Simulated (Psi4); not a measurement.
Psi4 1.11, unrestricted BP86/def2-svpd: 1,3-disilacyclobutane cation (C1[SiH2]C[SiH2]1), charge +1, multiplicity 2, 12 atoms. The geometry is a generated start, not checked to be a minimum at this level.

```json
{
  "task": "energy",
  "method": "bp86",
  "basis": "def2-svpd",
  "memory": "3 GB",
  "maxiter": "100",
  "keys_of_the_molecule_block": "symmetry c1",
  "scf_type": "df (default)",
  "guess": "auto, which took SAD (default)",
  "scf_initial_accelerator": "adiis (default)",
  "e_convergence": "1e-06 (default)",
  "d_convergence": "1e-06 (default)",
  "dft_radial_points": "75 (default)",
  "dft_spherical_points": "302 (default)",
  "basis_functions": "152",
  "grid_points": "257608"
}
```

```xyz
12

C      0.2625     0.3534     1.2529
Si     1.3465    -0.2460    -0.2141
C     -0.2682    -0.3921    -1.2401
Si    -1.3420     0.2780     0.2030
H      0.5139     1.3393     1.6357
H      0.2646    -0.3159     2.1103
H      2.2896     0.7588    -0.7139
H      2.0557    -1.5087     0.0134
H     -0.2912     0.2062    -2.1479
H     -0.5138    -1.4087    -1.5408
H     -1.9529     1.5848    -0.0565
H     -2.3647    -0.6491     0.6980
```

Charge 1 and multiplicity 2 are set for this test and not shown to be the ground state.

One run each on 2 threads. Values of diis_max_vecs tried: 3, 6, 10 (default), 20.

**Question.** Predict the course of the SCF iterations along this series.

**Answer.** Fewest SCF iterations, within one of each other: 6 with 10, 10 (default) with 10, 20 with 10. The count rises to 25 at 3. All converge to one solution.

| diis_max_vecs | SCF iterations | end |
|---|---|---|
| 3 | 25 | same solution |
| 6 | 10 | same solution |
| 10 (default) | 10 | same solution |
| 20 | 10 | same solution |
